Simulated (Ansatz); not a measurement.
**MoS2: response to strain**

Consider MoS2 (space group P6_3/mmc, No. 194; a = 3.109 Å, c = 11.709 Å; layered, stacked along the Cartesian z axis). Axes: x lies along a and z along c of the hexagonal cell.

Strains are applied to the cell and any free atomic positions relax; under biaxial strain the out-of-plane vector relaxes too.

Level of theory: Kohn–Sham DFT with the PBEsol-D3(BJ) functional, run in Ansatz (an electronic-structure program) with PAW and 420 eV plane waves, no SOC.

Notes on the quantities. pressure: mean of the normal stresses, compression positive.

| case | width of the top valence band | pressure | hole mass | smallest direct gap |
|---|---|---|---|---|
| base | 1.88 eV | 0.00 GPa | 1.1 mₑ along c, 0.50 mₑ across (at Γ) | 1.79 eV |
| biaxial strain −3.00 %, plane normal [001], relaxed out of plane | 1.69 eV | 6.89 GPa | 0.91 mₑ out of plane, 0.75 mₑ in plane (at Γ) | 1.72 eV |
| biaxial strain −2.40 %, plane normal [001], relaxed out of plane | (withheld) | (withheld) | (withheld) | 1.78 eV |
| biaxial strain −1.80 %, plane normal [001], relaxed out of plane | 1.80 eV | 3.95 GPa | 0.98 mₑ out of plane, 0.63 mₑ in plane (at Γ) | 1.84 eV |
| biaxial strain −1.20 %, plane normal [001], relaxed out of plane | 1.84 eV | 2.58 GPa | 1.0 mₑ out of plane, 0.58 mₑ in plane (at Γ) | 1.90 eV |
| biaxial strain −0.60 %, plane normal [001], relaxed out of plane | 1.86 eV | 1.26 GPa | (withheld) | 1.87 eV |

### Question
Some entries are withheld; estimate them.

### Answer

- biaxial strain −2.40 %, plane normal [001], relaxed out of plane, width of the top valence band: 1.77 eV
- biaxial strain −2.40 %, plane normal [001], relaxed out of plane, pressure: 5.39 GPa
- biaxial strain −2.40 %, plane normal [001], relaxed out of plane, hole mass: 0.94 mₑ out of plane, 0.68 mₑ in plane (at Γ)
- biaxial strain −0.60 %, plane normal [001], relaxed out of plane, hole mass: 1.1 mₑ out of plane, 0.54 mₑ in plane (at Γ)

Masses are band curvatures over ±0.01 Å⁻¹ around the edge. Whether these cells are dynamically stable was not tested.
